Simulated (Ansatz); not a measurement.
A hypothetical phase is included: elements placed on a structure type, which no database files for this compound.

The decay constant κ of evanescent states in the gap governs leakage through a thin film.

Consider the following.

```yaml
crystal:
  lattice:
    - [5.62016, 0.00000, 0.00000]
    - [0.00000, 5.62016, 0.00000]
    - [0.00000, 0.00000, 6.68369]
  atoms:
    - { symbol: Si, position: [0.91629, 0.91629, 0.00000] }
    - { symbol: Si, position: [0.58371, 0.41629, 0.75000] }
    - { symbol: Si, position: [0.08371, 0.08371, 0.50000] }
    - { symbol: Si, position: [0.41629, 0.58371, 0.25000] }
    - { symbol: Si, position: [0.83253, 0.62943, 0.24930] }
    - { symbol: Si, position: [0.87057, 0.33253, 0.99930] }
    - { symbol: Si, position: [0.16747, 0.37057, 0.74930] }
    - { symbol: Si, position: [0.12943, 0.66747, 0.49930] }
    - { symbol: Si, position: [0.33253, 0.87057, 0.00070] }
    - { symbol: Si, position: [0.37057, 0.16747, 0.25070] }
    - { symbol: Si, position: [0.66747, 0.12943, 0.50070] }
    - { symbol: Si, position: [0.62943, 0.83253, 0.75070] }
```

The cell was relaxed by PBE-D3(BJ); by r2SCAN it stands under a pressure of 2.7 GPa.

Transport runs along the normal of the first two printed cell vectors, the (001) plane of the conventional cell.

No gap correction and no spin-orbit coupling; mid-gap is the computed energy nearest the middle.

Task: Estimate the band gap and the smallest decay constant κ at mid-gap that r2SCAN run with Ansatz (a program for electronic structure) returns for this system.

Result: Gap 1.37 eV on a 6×6×6 mesh; κ = 0.130 1/Å, at the zone centre.
